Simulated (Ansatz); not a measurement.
CdS: biaxial strain −1.20 %, plane normal [001], relaxed out of plane

The reference is CdS in the wurtzite structure (space group P6_3mc, No. 186; a = 4.074 Å, c = 6.637 Å). Axes: x lies along a and z along c of the hexagonal cell.

Perturbation: biaxial strain −1.20 %, plane normal [001], relaxed out of plane (Cartesian); in-plane vectors clamped, the third vector and the atoms free.

All numbers come from LDA in Ansatz (plane waves to 420 eV, PAW, no spin-orbit coupling). k-mesh 9×9×5 (Γ-centred); smearing 0.05 eV (Fermi–Dirac).

```csv
quantity,base,changed,shift
volume per atom,23.85 Å³,23.55 Å³,-0.30 Å³
space group,P6_3mc (No. 186),P6_3mc (No. 186),–
shortest interatomic distance,4.708 bohr,4.689 bohr,-0.019 bohr
"pressure (mean of the normal stresses, compression positive)",0.00 GPa,0.82 GPa,+0.82 GPa
band gap,1.03 eV,1.00 eV,-0.03 eV
gap character,direct at Γ,direct at Γ,–
width of the top valence band,1.87 eV,1.92 eV,+0.05 eV
electron mass,"0.11 mₑ along c, 0.11 mₑ across (at Γ)","0.11 mₑ out of plane, 0.12 mₑ in plane (at Γ)",–
"valence-band top at Γ (three highest levels, from the VBM)","0.00, 0.00, -0.06 eV","0.00, 0.00, -0.15 eV",–
out-of-plane strain,–,+1.18 %,–
ratio −ε⊥/ε∥,–,0.98,–
mean in-plane stress (compression positive),–,+1.2 GPa,–
```

Masses are band curvatures over ±0.01 Å⁻¹ around the edge. No phonon test of stability was made.

Ansatz is a quantum-chemistry and plane-wave program.
